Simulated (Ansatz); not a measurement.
The reference is MgSe in the rock salt structure (space group Fm-3m, No. 225; a = 5.472 Å). Axes: x, y, z lie along the cube axes.

The values are results of r2SCAN (Ansatz, an electronic-structure program; PAW; 500 eV plane waves; no SOC), not measurements.

Before the change:

| Item | Value |
|---|---|
| Electron mass | 0.48 mₑ along k, 0.25 mₑ across (at X) |
| Pressure | 0.00 GPa |
| Band gap | 2.48 eV |
| Smallest direct gap | 3.44 eV |

The change: the cell is stretched by 0.85 % along z with no lateral relaxation; the atoms relax in the strained cell.

What does the calculation give for the energy relative to the base after the change?

The energy grows by 0.6 meV/atom.

How does this affect the electron mass?

The electron mass stays 0.48 mₑ along k, 0.25 mₑ across (at X).

How does this affect the pressure?

The pressure (mean of the normal stresses, compression positive) goes from zero to -0.54 GPa.

Estimate the effect on the band gap.

The band gap drops by 0.06 eV, from 2.48 eV to 2.42 eV.

Estimate the effect on the smallest direct gap.

The smallest direct gap drops by 0.09 eV (3.44 eV → 3.35 eV).

Effective masses come from finite differences of ±0.01 Å⁻¹. Along k means along the line from Γ to the band edge. Stability against distortions was not tested.
